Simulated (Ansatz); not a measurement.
The starting structures come from a database of crystals and need not be the phases stable at ambient conditions.

By PBEsol, the system below comes out a metal.

A figure of merit of an interconnect metal is its ballistic conductance per area.

Given:

```yaml
crystal:
  lattice:
    - [3.33037, 0.00000, 0.00000]
    - [-1.66519, 2.88419, 0.00000]
    - [1.66519, 0.96140, 5.97030]
  atoms:
    - { symbol: Ta, position: [0.00000, 0.00000, 0.00000] }
    - { symbol: S, position: [0.49426, 0.24713, 0.25862] }
    - { symbol: S, position: [0.50574, 0.75287, 0.74138] }
```

The cell was relaxed by PBE-D3(BJ); by PBEsol it stands under a pressure of -1.0 GPa.

The current flows along the normal of the first two printed cell vectors, the (001) plane of the conventional cell. No spin-orbit coupling; the value is a mean over 0.1 eV about the Fermi level.

Question: Give the ballistic conductance per area that PBEsol run with Ansatz (a first-principles code) yields.

Answer: 0.22 × 10¹⁵ S/m² for both spins.
